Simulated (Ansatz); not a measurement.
GaN (P6_3mc) under hydrostatic pressure: hole mass along x by PBEsol with spin-orbit coupling, rigid bands (plane waves, PAW; Ansatz, a program for electronic structure). The unloaded cell, whose axes the loads refer to:

```
GaN
1.0
    3.18258     0.00000     0.00000
   -1.59129     2.75620     0.00000
    0.00000     0.00000     5.18546
Ga N
2 2
Direct
  0.66667   0.33333   0.49919
  0.33333   0.66667   0.99919
  0.66667   0.33333   0.87581
  0.33333   0.66667   0.37581
```

| hydrostatic pressure (GPa) | volume per atom (Å³) | hole mass along x (mₑ) |
|---|---|---|
| -2 | 11.50 | 1.46 |
| 0 | 11.37 | 1.44 |
| 2 | 11.25 | 1.42 |
| 5 | 11.09 | ? |
| 10 | 10.84 | 1.36 |

### Question
Fit a straight line to ln(hole mass along x) against the load over the rows given, and predict the row at 5 GPa.

### Answer
The means are x̄ = 2.500 GPa and ȳ = 0.3503; Σ(x − x̄)(y − ȳ) = -0.4838 and Σ(x − x̄)² = 83.00, so the slope is -0.583 % per GPa, and the rows given lie within 0.26 % of the line. At 5 GPa the line gives 1.40 mₑ; the calculation gives 1.40 mₑ, 0.074 % from it.

Masses are for dilute carriers at 300 K, harmonic means over directions unless an axis is named. Stresses and pressures are the targets of the relaxation. The structure type is held at every load. Geometry: cell and atoms relaxed with PBEsol.
